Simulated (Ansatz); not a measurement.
Spinel Na2MoO4, treated with LDA (PAW; Ansatz, a first-principles code).

Settings: plane-wave cutoff 500 eV, 8×8×8 k mesh, gaussian smearing 0.02 eV, no spin polarisation, scalar-relativistic PAW data made under PBE.

Cell (relaxed at this level):

MoNa$_{2}$O$_{4}$ has the cubic space group Fd-3m, origin choice 1 (No. 227), the spinel structure, Pearson symbol cF56. Conventional cell: a = b = c = 8.909 Å, α = β = γ = 90.00°. Na on 16c has 6 O at 2.325 Å (octahedral). Mo on 8b is coordinated by 4 O at 1.765 Å (tetrahedral). O on 32e is surrounded by 1 Mo at 1.765 Å and 3 Na at 2.325 Å. (Neighbours: up to the widest gap in distance over summed covalent radii, below 1.35, at either atom; cation-cation and far metal-metal contacts left out.)
(The calculation used a cell of 14 atoms; values per cell refer to that cell.)

Question: Estimate the band gap that the calculation returns.

Answer: 
band gap: 4.50 eV (on the SCF k mesh)

Note: the volume lies 6 % below that of the published cell.

Spin–orbit coupling is not included.

The computed numbers hold no vibrational or temperature effects.

Cost on a shared machine: very roughly 100 core-seconds.
